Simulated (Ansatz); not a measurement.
Take ZrO2 in the fluorite structure (space group Fm-3m, No. 225; a = 5.0893 Å) as the base.

Computed with plane-wave PAW DFT at the r2SCAN level (Ansatz, an electronic-structure program, 500 eV), no SOC.

For the base:

The width of the top valence band is 1.67 eV. The valley order comes out as Γ 3.89 eV; X along ⟨100⟩ 4.29 eV; a point along ⟨110⟩, about 0.8 Å⁻¹ from Γ 4.29 eV; L along ⟨111⟩ 4.50 eV and the volume per atom is 10.98 Å³.

One thing is altered: cell and atoms relaxed at a pressure of 22.5 GPa.

**Question.** How does this affect the width of the top valence band, valley order, mean gap deformation potential ΔEg/Δln V and volume per atom?

**Answer.** The width of the top valence band rises by 0.053 eV (1.67 eV → 1.73 eV); the valley order (the lowest conduction-band minima on the path, energy above the VBM, named in the base's zone) goes from Γ 3.89 eV; X along ⟨100⟩ 4.29 eV; a point along ⟨110⟩, about 0.8 Å⁻¹ from Γ 4.29 eV; L along ⟨111⟩ 4.50 eV to Γ 4.11 eV; a point along ⟨110⟩, about 0.9 Å⁻¹ from Γ 4.56 eV; X along ⟨100⟩ 4.59 eV; L along ⟨111⟩ 4.82 eV; the mean gap deformation potential ΔEg/Δln V comes out as -3.0 eV; the volume per atom drops by 0.79 Å³ (10.98 Å³ → 10.19 Å³).

Load acts through the strain it causes; cell and atoms are relaxed under it. No phonon test of stability was made. Competing high-pressure phases were not computed. This is not the structure that ZrO2 has at room temperature and ambient pressure.
